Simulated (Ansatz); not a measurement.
The starting structures come from a database of crystals and need not be the phases stable at ambient conditions.

 Where the default PAW files enter, the runs use the earlier of Ansatz's two default sets.

Tunnelling through a barrier is set by its complex band structure: the current falls as exp(−2κd) with the smallest κ.

Consider the following.

```yaml
crystal:
  lattice:
    - [4.57074, 0.00000, 0.00000]
    - [0.00000, 4.57074, 0.00000]
    - [2.28537, 2.28537, 3.32896]
  atoms:
    - { symbol: Mg, position: [0.00000, 0.00000, 0.00000] }
    - { symbol: Te, position: [0.25000, 0.75000, 0.50000] }
```

Space group of this cell: I-4m2. The cell is strained (lengths along the current scaled by 1.03, ions clamped); by PBEsol its mean pressure is -1.4 GPa.

Transport runs along the normal of the first two printed cell vectors, the (001) (indices of the unstrained crystal) plane of the conventional cell.

The gap is the functional's own. No spin-orbit coupling. Mid-gap values are interpolated on the energy grid.

Problem. State the band gap and the smallest decay constant κ at mid-gap according to PBEsol run with Ansatz (a program for electronic structure).

Solution. Gap 2.14 eV on a 10×10×10 mesh; κ = 0.156 1/Å, at the zone centre.
